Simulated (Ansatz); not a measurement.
## Hypothetical diamond V: pressure 7.5 GPa

The reference is V in the diamond structure (space group Fd-3m, No. 227; a = 5.362 Å; ferromagnetic; a hypothetical phase, not in the database extracts checked).

The change: cell and atoms relaxed at a pressure of 7.5 GPa.

The values are results of PBEsol (Ansatz, an electronic-structure program; PAW; 420 eV plane waves; no spin-orbit coupling), not measurements. k-mesh 15×15×15 (Γ-centred); smearing 0.05 eV (Fermi–Dirac).

The volume per atom falls by 3.25 Å³ (19.27 Å³ → 16.02 Å³) and the lattice parameter a falls by 0.320 Å, from 5.362 Å to 5.042 Å. The shortest interatomic distance falls by 0.139 Å to 2.183 Å and the enthalpy H = E + PV relative to the base's energy is +0.81 eV/atom. The band gap remains zero and the magnetic state changes from ferromagnetic to non-magnetic. The largest site moment drops by 1.38 μB, from 1.38 μB to 0.00 μB.

Final structure:

```
CELL_PARAMETERS angstrom
      0.00000     2.52114     2.52114
      2.52114     0.00000     2.52114
      2.52114     2.52114     0.00000
ATOMIC_POSITIONS crystal
  V  0.75000 0.75000 0.75000
  V  0.50000 0.50000 0.50000
```

The magnetic state is the one reached from the starting moments; the real material's order can differ, and small cells can't hold many antiferromagnetic ones. Load acts through the strain it causes; cell and atoms are relaxed under it. Whether these cells are dynamically stable was not tested. Competing high-pressure phases were not computed. Starting moments died away, wholly or in part, for pressure 7.5 GPa; another magnetic solution may exist.
